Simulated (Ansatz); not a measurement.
# Fermi-surface data of NiSi2 under load (space group Immm)

```
CELL_PARAMETERS angstrom
      0.00879     2.70490     2.68201
      2.70490     0.00879     2.68201
      2.71369     2.71369     0.00000
ATOMIC_POSITIONS crystal
  Si 0.24929 0.24929 0.25071
  Si 0.75071 0.75071 0.74929
  Ni 0.00000 0.00000 0.00000
```

Computed with PBEsol, rigid bands (plane waves, PAW, scalar-relativistic; Ansatz, a program for electronic structure). Condition of this run: uniaxial stress along [110] of -1 GPa (compression positive) (the target of the relaxation). Cell: cell and atoms relaxed with PBEsol, then loaded as said.

```
Quantity                                                                  Value
------------------------------------  -----------------------------------------
density of states at the Fermi level         0.869 states/(eV·cell), both spins
bare Sommerfeld coefficient                           0.68 mJ/(mol of atoms·K²)
Drude plasma energy                                                      5.5 eV
root-mean-square Fermi velocity                                       7.3e5 m/s
resistivity times τ                   15.8 (x), 15.8 (y), 16.2 (z) ×10⁻²² Ω·m·s
```

A metal at this level (no band gap); rigid bands, thermally averaged at 300 K, both spins. Spin-orbit coupling is left out. τ is one relaxation time for all states.

Treated as nonmagnetic (a ferromagnetic start lost its moment, other orders weren't tried): NiSi2 under load (space group Immm).
